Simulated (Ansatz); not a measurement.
# HfN, pressure series

The parent structure is HfN in the rock salt structure (space group Fm-3m, No. 225; a = 4.548 Å).

Cell and atoms are relaxed at each pressure.

All numbers come from Ansatz (a quantum-chemistry and plane-wave program), PBE, PAW, cutoff 420 eV, scalar-relativistic without spin-orbit coupling, earlier PAW set.

```json
[
 {"pressure (GPa)": "-2", "volume per atom (Å³/atom)": "11.850"},
 {"pressure (GPa)": "-1", "volume per atom (Å³/atom)": "?"},
 {"pressure (GPa)": "0", "volume per atom (Å³/atom)": "11.759"},
 {"pressure (GPa)": "0.7", "volume per atom (Å³/atom)": "11.728"},
 {"pressure (GPa)": "1.5", "volume per atom (Å³/atom)": "11.694"},
 {"pressure (GPa)": "3", "volume per atom (Å³/atom)": "11.629"},
 {"pressure (GPa)": "5", "volume per atom (Å³/atom)": "11.546"},
 {"pressure (GPa)": "7.5", "volume per atom (Å³/atom)": "11.447"},
 {"pressure (GPa)": "10", "volume per atom (Å³/atom)": "11.352"}
]
```

Q: Fit the third-order Birch–Murnaghan form P(V) = (3B₀/2)[(V₀/V)^(7/3) − (V₀/V)^(5/3)]·[1 + (3/4)(B₀′ − 4)((V₀/V)^(2/3) − 1)] (squares taken in P) to the rows shown and predict the withheld row.

A: Least squares on the printed values gives V₀ = 11.759 Å³/atom, B₀ = 264 GPa, B₀′ = 4.2; this predicts 11.804 Å³/atom, and the run gives 11.804 Å³/atom, in agreement.

Load acts through the strain it causes; cell and atoms are relaxed under it. Stability against distortions was not tested. No other phases were tried under pressure. All final runs are without spin polarisation. An odd electron count without spin: HfN.
